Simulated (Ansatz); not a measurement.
The parent structure is Cu₃SbS₄ (space group I-42m, No. 121).

```
Cu3SbS4
1.0
   -2.66991     2.66991     5.31753
    2.66991    -2.66991     5.31753
    2.66991     2.66991    -5.31753
S Sb Cu
4 1 3
Direct
  0.59913   0.59913   0.46589
  0.40087   0.86676   0.00000
  0.13324   0.13324   0.53411
  0.86676   0.40087   0.00000
  0.00000   0.00000   0.00000
  0.25000   0.75000   0.50000
  0.75000   0.25000   0.50000
  0.50000   0.50000   0.00000
```

Cartesian axes are those of the cell as printed.

Level of theory: Kohn–Sham DFT with the PBEsol functional, run in Ansatz (a first-principles code) with PAW and 420 eV plane waves, no SOC.

For the base:

| Quantity | Result |
|---|---|
| Pressure | 0.0 GPa |
| Shortest interatomic distance | 226.0 pm |
| Band gap | zero |

One thing is altered: uniaxial strain ε_xx = +1.50 %, all other strain components held at zero; the atoms relax in the strained cell.

Problem. What does the calculation give for the pressure after the change?

Solution. The pressure (mean of the normal stresses, compression positive) goes from zero to -1.2 GPa.

Problem. Predict the new energy relative to the base.

Solution. The energy increases by 1.4 meV/atom.

Problem. What happens to the shortest interatomic distance?

Solution. The shortest interatomic distance grows by 1.1 pm, from 226.0 pm to 227.1 pm.

Problem. Estimate the effect on the band gap.

Solution. The band gap remains zero.

Without a gap, meshes like the base's 12×12×12 leave anisotropic stresses uncertain by several tenths of a GPa, and small strain energies with them. Spin-orbit coupling, missing from the scalar runs, can matter with Sb. No phonon test of stability was made. The final runs are not spin-polarised.
